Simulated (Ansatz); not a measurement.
The starting structures come from a database of crystals and need not be the phases stable at ambient conditions.

The decay constant κ of evanescent states in the gap governs leakage through a thin film.

Data:

```yaml
crystal:
  lattice:
    - [4.25028, 0.00000, 0.00000]
    - [0.00000, 4.45058, 0.00000]
    - [2.12514, 0.00000, 5.93554]
  atoms:
    - { symbol: Pb, position: [0.62769, 0.75000, 0.74462] }
    - { symbol: Pb, position: [0.37231, 0.25000, 0.25538] }
    - { symbol: Se, position: [0.86661, 0.75000, 0.26678] }
    - { symbol: Se, position: [0.13339, 0.25000, 0.73322] }
```

Space group of this cell: Cmcm. The cell was relaxed by PBE-D3(BJ); by r2SCAN its mean pressure is 1.1 GPa.

Transport runs along the normal of the first two printed cell vectors.

The gap is the functional's own. No spin-orbit coupling. Mid-gap values are interpolated on the energy grid.

Problem. Estimate the band gap and the smallest decay constant κ at mid-gap that r2SCAN in Ansatz (an electronic-structure program) returns for this system.

Solution. Gap 1.18 eV on a 8×8×8 mesh; κ = 0.099 1/Å, at (0.250, 0.000) of the in-plane reciprocal vectors. At the zone centre, at the nearest computed energy, the slowest state has κ = 0.13 1/Å.
